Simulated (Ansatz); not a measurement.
## PBE against PBEsol: Al2O3, pressure −1 GPa

Start from Al2O3 in the corundum structure (space group R-3c, No. 167; a = 4.808 Å, c = 13.122 Å (hexagonal axes)).

(Cell as relaxed with PBE.)

Levels (all Ansatz, a program for electronic structure, PAW, earlier PAW set): PBE (420 eV, spin-orbit coupling left out); PBEsol (420 eV, no SOC).

Each level relaxes its own structure.

```
base                     PBE   PBEsol
-------------------  -------  -------
volume per atom      8.76 Å³  8.56 Å³
lattice parameter a  4.808 Å  4.773 Å
band gap             5.86 eV  6.04 eV
```

Now apply this change: a negative pressure, −1 GPa.

| quantity | PBE | PBEsol |
|---|---|---|
| electron mass | 0.38 mₑ along c, 0.36 mₑ across (at Γ) | 0.39 mₑ along c, 0.37 mₑ across (at Γ) |
| shift of the gap caused by the change | -0.05 eV | -0.05 eV |
| band gap | 5.81 eV | 5.99 eV |
| shortest interatomic distance | 1.877 Å | 1.864 Å |

PBE's band gap lies 0.18 eV below PBEsol's; PBE's shortest interatomic distance lies 0.013 Å above PBEsol's (0.7 %); the two agree on the shift of the gap caused by the change. Neither level is exact; PBEsol is the comparison here, not a measurement.

Load acts through the strain it causes; cell and atoms are relaxed under it. Effective masses come from finite differences of ±0.01 Å⁻¹. Stability against distortions was not tested.
